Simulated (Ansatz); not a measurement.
Results of r²SCAN-D4 (plane waves, PAW; Ansatz, a program for electronic structure) for GdSi (Pnma, No. 62).

Settings: plane-wave cutoff 500 eV, 8×10×6 k mesh (along the axes of the cell as run), Fermi–Dirac smearing 0.05 eV, spin-polarised start, scalar-relativistic PAW data made under PBE.

Computed at the level's own relaxed cell.

Predict the volume per atom.


- volume per atom = 22.04 Å³/atom

Note: the magnetic order was assumed, not searched for or taken from measurement; the 4f shell is treated without U or exact exchange, so its levels and filling can be wrong.

Spin–orbit coupling is not included.

Static lattice: no zero-point or thermal effects.
